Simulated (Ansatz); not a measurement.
Amorphous Ti₂₀O₄₃Al₂, 65 atoms at 3.56 g/cm³, one PBE-relaxed geometry, zone centre. Methods: PBE, scalar-relativistic without spin-orbit coupling (Ansatz, a first-principles code); r2SCAN, scalar-relativistic without spin-orbit coupling (Ansatz); HSE06, scalar-relativistic without spin-orbit coupling (Ansatz). Plane waves to 420 eV (r2SCAN 500 eV); exact exchange is cut at the cell's faces. At PBE the levels at the filled edge of the gap are localised (band-tail or defect states). All rungs ran without spin polarisation.

Preparation: random packing, a CHGNet melt and quench, and a DFT relaxation. O atoms were pushed apart under 1.9 Å during the dynamics, to hinder bonds among them. The hot cell started wider than the set density and was brought back towards it in steps. It is the lowest in DFT energy of 2 quenches. It is a model cell: composition and starting density were chosen by hand, and all elements were melted together. No dispersion term was used. Its density started from a set value of 3.56 and ended at 3.56 g/cm³. The simulated quench (nominally 360 K/ps over its main leg) is rapid and tends to freeze in more defects than a deposited or slowly cooled glass has. A cell of this size samples the disorder only roughly. The volume was held where the preparation left it, at a PBE pressure of 3.3 GPa. Stress components on the final sampling reach 4.7 GPa.

The relaxation ran on the zone centre alone. At PBE the level gap is 2.55 eV on a 2×2×2 Γ-centred mesh, and the spacing at the zone centre alone 2.58 eV.

Question: What zone-centre spacing does r2SCAN give, roughly?

Answer: 2.91 eV (+0.33 eV against PBE).

Question: What zone-centre spacing does HSE06 give, roughly?

Answer: 4.09 eV (+1.50 eV against PBE).

The highest filled and the lowest empty state spread over these numbers of atoms (participation numbers): PBE: 6.2 and 15.1; r2SCAN: 6.0 and 14.0; HSE06: 5.9 and 14.4.
